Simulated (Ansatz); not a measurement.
Ge (model structure, started from the C6 type, Im-3m, No. 229, 6 atoms in the cell), treated with r²SCAN (Ansatz, a first-principles code, plane waves, PAW).

The input as run:

Ansatz 0.2 input:
```yaml
crystal:
  lattice:
    - [-3.5017063078, 3.5017063078, 3.5017063078]
    - [3.5017063078, -3.5017063078, 3.5017063078]
    - [3.5017063078, 3.5017063078, -3.5017063078]
  atoms:
    - { symbol: Ge, position: [0.5, 0.75, 0.25] }
    - { symbol: Ge, position: [0.25, 0.5, 0.75] }
    - { symbol: Ge, position: [0.75, 0.5, 0.25] }
    - { symbol: Ge, position: [0.5, 0.25, 0.75] }
    - { symbol: Ge, position: [0.25, 0.75, 0.5] }
    - { symbol: Ge, position: [0.75, 0.25, 0.5] }
basis:
  ecutwfc: 560
  ecutrho_ratio: 4
  xc_grid: 3
kpoints:
  mp_grid: { grid: [12, 12, 12] }
  band_path:
    path:
      - [0.0, 0.0, 0.0]
      - [0.0625, -0.0625, 0.0625]
      - [0.125, -0.125, 0.125]
      - [0.1875, -0.1875, 0.1875]
      - [0.25, -0.25, 0.25]
      - [0.3125, -0.3125, 0.3125]
      - [0.375, -0.375, 0.375]
      - [0.4375, -0.4375, 0.4375]
      - [0.5, -0.5, 0.5]
      - [0.416667, -0.416667, 0.5]
      - [0.333333, -0.333333, 0.5]
      - [0.25, -0.25, 0.5]
      - [0.166667, -0.166667, 0.5]
      - [0.083333, -0.083333, 0.5]
      - [0.0, 0.0, 0.5]
      - [0.0, 0.0, 0.416667]
      - [0.0, 0.0, 0.333333]
      - [0.0, 0.0, 0.25]
      - [0.0, 0.0, 0.166667]
      - [0.0, 0.0, 0.083333]
      - [0.035714, 0.035714, 0.035714]
      - [0.071429, 0.071429, 0.071429]
      - [0.107143, 0.107143, 0.107143]
      - [0.142857, 0.142857, 0.142857]
      - [0.178571, 0.178571, 0.178571]
      - [0.214286, 0.214286, 0.214286]
      - [0.25, 0.25, 0.25]
      - [0.285714, 0.142857, 0.285714]
      - [0.321429, 0.035714, 0.321429]
      - [0.357143, -0.071429, 0.357143]
      - [0.392857, -0.178571, 0.392857]
      - [0.428571, -0.285714, 0.428571]
      - [0.464286, -0.392857, 0.464286]
      - [0.166667, 0.166667, 0.333333]
      - [0.083333, 0.083333, 0.416667]
    npoints: 1
hamiltonian:
  xc: r2scan
  dispersion: none
  pseudopotentials: { kind: paw }
scf:
  occupations: { method: fermi_dirac, width: 0.05 }
  convergence: { dr2_threshold: 0.0000000006 }
output:
  forces: true
  stress: true
  eigenvalues: true
  write_bands: true
```

From the output:

```
Crystal: 6 atoms, lattice volume = 171.751 Å³
Basis set: ecut = 560 eV, 5233 PW (Γ), exchange–correlation on 144×144×144 points (27 copies of the dense FFT grid, shifted against one another)
Bands: 51, of which v1, the nominal top of the filled ones, is band 42 counted from 1 (41 counted from 0)
Symmetry: 48 space group operations
Space group: Im-3m (ITA 229), of the structure as read, at distance tolerance 5.6e-5 Å
k-points: 72 of 1728
Functional: x = r2scan, c = r2scan; τ floored in thin density (d = 2e-4 eV/Å³)
SCF iter   1: F=—  HF=-25816.017952 eV  |F-HF|=—  |Δ(HF+E_count)|=         —  Δρ=6.69e-3  dr2=5.21e-2  dr2_τ=1.36e-2
SCF iter   2: F=—  HF=-25816.046965 eV  |F-HF|=—  |Δ(HF+E_count)|=   2.90e-2  Δρ=2.28e-3  dr2=1.08e-2  dr2_τ=9.50e-5
  ...
SCF iter   7: F=—  HF=-25816.048001 eV  |F-HF|=—  |Δ(HF+E_count)|=   1.13e-6  Δρ=1.42e-6  dr2=4.51e-9  dr2_τ=4.41e-11
SCF iter   8: F=-25816.048001 eV  HF=-25816.048001 eV  |F-HF|=4.55e-10  |Δ(HF+E_count)|=   4.46e-8  Δρ=1.43e-7  dr2=4.31e-11  dr2_τ=5.09e-13
SCF 1 converged in 8 iterations: F = -25816.048001 eV  dr2 = 4.31e-11
SCF converged after 8 iterations
Free energy (F): -25816.048001 eV
Internal energy: -25816.046608 eV  (E = F + TS)
E sigma→0 (E₀):  -25816.047304 eV
Fermi energy:    5.772204 eV
--- Forces (eV/Å), atoms counted from 1 ---
  atom   1  Ge    -0.00000000     0.00000000    -0.00000000
  atom   2  Ge    -0.00000000    -0.00000000     0.00000000
  atom   3  Ge     0.00000000     0.00000000     0.00000000
  atom   4  Ge     0.00000000     0.00000000     0.00000000
  atom   5  Ge    -0.00000000     0.00000000     0.00000000
  atom   6  Ge     0.00000000    -0.00000000    -0.00000000
--- Stress (GPa, compression-positive) ---
        0.000319      -0.000000      -0.000000
        0.000000       0.000319      -0.000000
       -0.000000      -0.000000       0.000319
  P = ⅓ Tr σ = 0.0003 GPa (0.003 kbar)
```

The PAW data were made under PBE.

Note: the relaxation could raise the start's symmetry but not lower it, so the cell can be a saddle point.

A model structure was made by putting elements into a prototype or built by hand; it is no filed structure, need not be a known phase, and can be a saddle point held by its symmetry.
